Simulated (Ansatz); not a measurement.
The parent structure is BN in the wurtzite structure (space group P6_3mc, No. 186).

```yaml
crystal:
  lattice:
    - [2.52320, 0.00000, 0.00000]
    - [-1.26160, 2.18516, 0.00000]
    - [0.00000, 0.00000, 4.17514]
  atoms:
    - { symbol: B, position: [0.33333, 0.66667, 0.00030] }
    - { symbol: B, position: [0.66667, 0.33333, 0.50030] }
    - { symbol: N, position: [0.33333, 0.66667, 0.37470] }
    - { symbol: N, position: [0.66667, 0.33333, 0.87470] }
```

Cartesian axes are those of the cell as printed.

Level of theory: LDA (Ansatz, a program for electronic structure, PAW, no spin-orbit coupling).

The change: the cell is scaled by 0.9940 in all directions, atoms relaxed at fixed cell.

Question: Predict the stress tensor and what it implies for the stiffness.

Answer: Stress of the strained cell less that of the base (GPa, compression positive):
```
   7.45    0.00    0.00
   0.00    7.45    0.00
   0.00    0.00    7.60
```

Then B = −ΔP/(ΔV/V₀) with ΔV/V₀ = -0.0179 gives secant stiffness values (nonlinear terms included at this strain): B (at held cell shape, above the free-shape value) ≈ 419 GPa.

Stability against distortions was not tested.
